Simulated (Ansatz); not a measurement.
Take Mg3Sb2 (space group P-3m1, No. 164) as the base.

Mg$_{3}$Sb$_{2}$ has the trigonal space group P-3m1 (No. 164), Pearson symbol hP5. Conventional cell: a = 4.567 Å, b = 4.567 Å, c = 7.247 Å, α = 90.00°, β = 90.00°, γ = 120.00°. Sb on 2d is surrounded by 4 Mg at 2.819–2.934 Å and 3 Mg at 3.115 Å. Mg1 on 1a has 6 Sb at 3.115 Å (octahedral). Mg2 on 2d sees 4 Sb at 2.819–2.934 Å (tetrahedral). (Neighbours: up to the widest gap in distance over summed covalent radii, below 1.35, at either atom; cation-cation and far metal-metal contacts left out.)

Level of theory: r2SCAN (Ansatz, a quantum-chemistry and plane-wave program, PAW, spin-orbit coupling left out).

One change was made to it. Results:

```csv
quantity,base,after
band gap,0.61 eV,0.56 eV
density,4.01 g/cm³,4.14 g/cm³
"valence-band top at Γ (three highest levels, from the VBM)","0.00, -0.41, -0.41 eV","0.00, -0.44, -0.44 eV"
hole mass,"0.085 mₑ along c, 1.1 mₑ across (at Γ)","0.087 mₑ along c, 1.0 mₑ across (at Γ)"
```

What was done to the base?
A) pressure 7.5 GPa
B) pressure 1.5 GPa
C) pressure −1 GPa

B, pressure 1.5 GPa. For comparison, the band gap in the other runs: pressure −1 GPa gives 0.63 eV; pressure 7.5 GPa gives 0.38 eV.

Spin-orbit coupling, missing from the scalar runs, can matter with Sb. Load acts through the strain it causes; cell and atoms are relaxed under it. Effective masses come from finite differences of ±0.01 Å⁻¹. No phonon test of stability was made. No other phases were tried under pressure.
